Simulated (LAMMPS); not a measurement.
Pressure dependence of Si (diamond structure) at 2190 K, from the melt.

Method: classical MD, pair style sw, file Si.sw; code LAMMPS.

| P (GPa) | state | volume | coordination number | self-diffusion coefficient of Si (not corrected for cell size) | viscosity |
|---|---|---|---|---|---|
| 0 | liquid | 19.123 ± 0.006 Å³/atom | 8.5 (counted to 3.46 Å) | (1.36 ± 0.02) × 10^-4 cm²/s | 1.07 ± 0.06 mPa s |
| 2 | liquid | 18.750 ± 0.004 Å³/atom | 8.8 (counted to 3.46 Å) | (1.50 ± 0.03) × 10^-4 cm²/s | - |
| 5 | liquid | 18.308 ± 0.003 Å³/atom | 9.5 (counted to 3.50 Å) | (1.36 ± 0.02) × 10^-4 cm²/s | 1.32 ± 0.08 mPa s |

Caution: a run this short can hold a crystal over, or a liquid under, the potential's own melting point, which these runs don't give.

Estimate the isothermal bulk modulus at zero pressure. A parabola P(ln V) through the three points gives −dP/d ln V = 90 GPa at zero pressure.

States go by the mean squared displacement: a species diffuses where it passes 1.5 Å², still rises and gives D over 1e-6 cm²/s; a crystal has left its structure where atoms lie 0.35 Å off their sites on average or a cubic box changes its shape by 3 %, or the axial ratios of another lie 8 % off the starting cell's, which the potential's own relaxation can also do.

Errors of D are the spread over four groups of atoms in one short run; a floor of about 5 %, a picked value, is safer.

Errors shown are sampling errors alone.
